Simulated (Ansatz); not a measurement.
Results of LDA (Ansatz, a quantum-chemistry and plane-wave program, plane waves, PAW) for rock-salt LaS.

Numerical settings: plane-wave cutoff 520 eV, 16×16×16 k mesh, Fermi–Dirac smearing 0.05 eV, scalar-relativistic PAW data made under PBE.

Pressure at four volumes; x = ln(V/23.986 Å³). One pressure is withheld.

| V (Å³/atom) | x | P (GPa) |
|---|---|---|
| 22.547 | -0.0619 | ? |
| 23.027 | -0.0408 | 4.25 |
| 23.986 | 0.0000 | 0.00 |
| 25.425 | 0.0583 | -4.86 |

Question: Pass a parabola P(x) through the three rows shown, estimate the bulk modulus and its pressure derivative near zero pressure, and predict the withheld pressure.

Answer: Slopes between the rows: (0.00 − (4.25))/(0.0000 − (-0.0408)) = -104.17 and (-4.86 − (0.00))/(0.0583 − (0.0000)) = -83.36 GPa. Their difference over the span 0.0991 is c = 20.81/0.0991 = 210.0 GPa, so P(x) = 4.25 + (-104.17)(x − (-0.0408)) + 210.0 (x − (-0.0408))(x − (0.0000)). At the middle row B = −dP/dx = −[-104.17 + 210.0 × 0.0408] = 95.6 GPa, and B′ = dB/dP = 2c/B = 4.4. At x = -0.0619 the parabola gives 6.72 GPa; the run gives 6.76 GPa. The Birch–Murnaghan fit to the energies at all volumes has B0 = 95.0 GPa and B′ = 4.5.

Note: the relaxation could not lower the start's symmetry, so the cell can be a saddle point above a distorted one.

Spin–orbit coupling is not included.
